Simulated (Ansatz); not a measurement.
Hypothetical P4_2/mnm BAs, pressure series

Consider BAs (space group P4_2/mnm, No. 136; a = 5.837 Å, c = 3.362 Å; a hypothetical phase, not in the database extracts checked).

Cell and atoms are relaxed at each pressure.

Calculations: Kohn–Sham DFT with the PBEsol functional, run in Ansatz (a quantum-chemistry and plane-wave program) with PAW and 420 eV plane waves, scalar-relativistic without spin-orbit coupling.

| pressure (GPa) | volume per atom (Å³/atom) |
|---|---|
| -2 | 14.551 |
| -1 | 14.432 |
| 0 | 14.318 |
| 0.3 | 14.285 |
| 1.5 | 14.156 |
| 3 | 14.002 |
| 5 | ? |
| 7.5 | 13.586 |
| 10 | 13.378 |

Q: Fit the third-order Birch–Murnaghan form P(V) = (3B₀/2)[(V₀/V)^(7/3) − (V₀/V)^(5/3)]·[1 + (3/4)(B₀′ − 4)((V₀/V)^(2/3) − 1)] (squares taken in P) to the rows shown and predict the withheld row.

A: Least squares on the printed values gives V₀ = 14.318 Å³/atom, B₀ = 128 GPa, B₀′ = 4.0; this predicts 13.809 Å³/atom, and the run gives 13.810 Å³/atom, in agreement.

Load acts through the strain it causes; cell and atoms are relaxed under it. Stability against distortions was not tested. No other phases were tried under pressure.
